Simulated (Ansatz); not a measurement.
Consider Os in the hcp (Mg type) structure (space group P6_3/mmc, No. 194; relaxed with 0.1 eV smearing).

```
CELL_PARAMETERS angstrom
      2.72903     0.00000     0.00000
     -1.36451     2.36341     0.00000
      0.00000     0.00000     4.30906
ATOMIC_POSITIONS crystal
  Os 0.66667 0.33333 0.75000
  Os 0.33333 0.66667 0.25000
```

Cartesian axes are those of the cell as printed.

Level of theory: Kohn–Sham DFT with the PBEsol functional, run in Ansatz (a first-principles code) with PAW and 420 eV plane waves, no spin-orbit coupling.

The change: the cell is stretched by 3.00 % along z with no lateral relaxation; the atoms relax in the strained cell.

Predict the stress tensor and what it implies for the stiffness.

Stress of the strained cell less that of the base (GPa, compression positive):
```
   -6.3     0.0     0.0
    0.0    -6.3     0.0
    0.0     0.0   -23.5
```

Then −Δσ_ii/ε with ε = 0.0300 gives secant stiffness values (nonlinear terms included at this strain): C33 ≈ 783 GPa, C13 ≈ 209 GPa and C23 ≈ 209 GPa.

As a check, the harmonic strain energy −½ V₀ Δσ:ε is 31 meV/atom; the computed energy rise is 32 meV/atom.

Whether these cells are dynamically stable was not tested. The final runs are not spin-polarised.
